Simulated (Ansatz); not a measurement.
CsCl-type AgBr (model structure), treated with HSE06 (Ansatz, a program for electronic structure, plane waves, PAW).

Run with plane-wave cutoff 500 eV, 8×8×8 k mesh, Fermi–Dirac smearing 0.05 eV, no spin polarisation, scalar-relativistic PAW data made under PBE.

Cell (relaxed at this level):

```cif
data_AgBr
_chemical_formula_sum 'Ag1 Br1'
_space_group_name_H-M_alt 'Pm-3m'
_space_group_IT_number 221
_space_group_name_Hall '-P 4 2 3'
_cell_length_a 3.58821
_cell_length_b 3.58821
_cell_length_c 3.58821
_cell_angle_alpha 90.000
_cell_angle_beta 90.000
_cell_angle_gamma 90.000
loop_
_atom_site_label
_atom_site_type_symbol
_atom_site_symmetry_multiplicity
_atom_site_Wyckoff_symbol
_atom_site_fract_x
_atom_site_fract_y
_atom_site_fract_z
_atom_site_occupancy
Ag1 Ag 1 a 0.00000 0.00000 0.00000 1
Br1 Br 1 b 0.50000 0.50000 0.50000 1
```

Give the computed band gap.


band gap: 1.31 eV (on the SCF k mesh)

Note: exact exchange on metals is sensitive to the k mesh and can open a false gap; the relaxation could raise the start's symmetry but not lower it, so the cell can be a saddle point.

Spin–orbit coupling is not included.

Static lattice: no zero-point or thermal effects.

It cost about 6 core-minutes (a rough figure) of CPU time.

A model structure was made by putting elements into a prototype or built by hand; it is no filed structure, need not be a known phase, and can be a saddle point held by its symmetry.
